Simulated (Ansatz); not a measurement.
Bismuthene on bismuthene (facing atoms over hollows or bridges; bismuthene a predicted or substrate-bound sheet, here free), space group P-3m1.

```
Bi
1.0
    4.27875     0.00000     0.00000
   -2.13938     3.70551     0.00000
    0.00000     0.00000    24.83000
Bi
4
Direct
  0.33333   0.66667   0.36849
  0.66667   0.33333   0.43900
  0.00000   0.00000   0.56100
  0.33333   0.66667   0.63151
```

The numbers are results of PBE (plane waves to 420 eV, PAW; Ansatz, an electronic-structure program), not measurements. Scalar-relativistic, without spin–orbit coupling; with elements this heavy it can move edges by tenths of an eV. Its k-point mesh 9×9×1, Fermi–Dirac width 0.01 eV. A dipole correction is on.

List the levels next to the gap at Γ of this cell's own (folded) zone, from the top of the valence band (the table ends after a fixed count of bands, which can cut a degenerate set).


```
band  E − E_v (eV)
----  ------------
v4          -0.155
v3          -0.155
v2           0.000
v1           0.000
c1           0.321
c2           1.842
c3           2.225
c4           2.225
```
